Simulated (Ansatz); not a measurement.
Take Te (space group P3_121, No. 152; a = 4.624 Å, c = 5.903 Å; made of chains) as the base. Axes: x lies along a and z along c of the hexagonal cell.

All numbers come from r2SCAN, PAW, 500 eV (Ansatz, a quantum-chemistry and plane-wave program; no spin-orbit coupling).

Modification: the cell is compressed by 5.39 % along x with no lateral relaxation, atoms relaxed at fixed cell.

Predict the stress tensor and what it implies for the stiffness.

Stress of the strained cell less that of the base (GPa, compression positive):
```
   1.62    0.00    0.00
   0.00    0.40    0.57
   0.00    0.57    1.18
```

Then −Δσ_ii/ε with ε = -0.0539 gives secant stiffness values (nonlinear terms included at this strain): C11 ≈ 30 GPa, C12 ≈ 7.5 GPa and C13 ≈ 22 GPa.

As a check, the harmonic strain energy −½ V₀ Δσ:ε is 9.9 meV/atom; the computed energy rise is 8.6 meV/atom.

Whether these cells are dynamically stable was not tested. No dispersion term is included, though the crystal is made of layers, chains or molecules, so its spacings can come out too wide.
